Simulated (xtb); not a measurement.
xtb 6.7.1, GFN2-xTB: Zr(NH2)2(OSiH3)2 ([NH2][Zr]([NH2])([O][SiH3])[O][SiH3]), 17 atoms. The geometry is a generated start, not checked to be a minimum at this level.

- run flags: --grad
- method: GFN2-xTB
- --acc: 1 (default)
- --etemp (K): 300 (default)
- basis functions: 56
- valence electrons: 44

```xyz
17

Zr    -0.5594     0.7604    -0.2187
N     -1.1610     2.6940    -0.3613
H     -1.3477     3.1149    -1.2819
H     -0.6619     3.4035     0.1891
N     -0.8266     0.1245     1.6983
H     -0.2912     0.6383     2.4118
H     -0.5762    -0.8692     1.8193
O      1.3528     0.7510    -0.4850
Si     2.4115    -0.0145     0.4377
H      2.4491     0.5929     1.7998
H      3.7360     0.1330    -0.1798
H      2.0864    -1.4633     0.5728
O     -1.3984    -0.4150    -1.5168
Si    -1.3242    -1.9931    -1.2782
H      0.0210    -2.3729    -0.7273
H     -1.5366    -2.6683    -2.5670
H     -2.3735    -2.4161    -0.3129
```

Charge 0 and multiplicity 1 are set for this test and not shown to be the ground state.

One run each on 1 thread. Values of broydamp tried: 0.02, 0.05, 0.1, 0.2, 0.4 (default), 0.6, 0.8, 1.

Question: Which value of broydamp needs the fewest SCC iterations, and what happens away from it?

Answer: Fewest SCC iterations, within one of each other: 0.2 with 15, 0.4 (default) with 15, 0.6 with 15. The count rises to 25 at 0.02. All converge to one solution.

| broydamp | SCC iterations | end |
|---|---|---|
| 0.02 | 25 | same solution |
| 0.05 | 22 | same solution |
| 0.1 | 20 | same solution |
| 0.2 | 15 | same solution |
| 0.4 (default) | 15 | same solution |
| 0.6 | 15 | same solution |
| 0.8 | 17 | same solution |
| 1 | 21 | same solution |
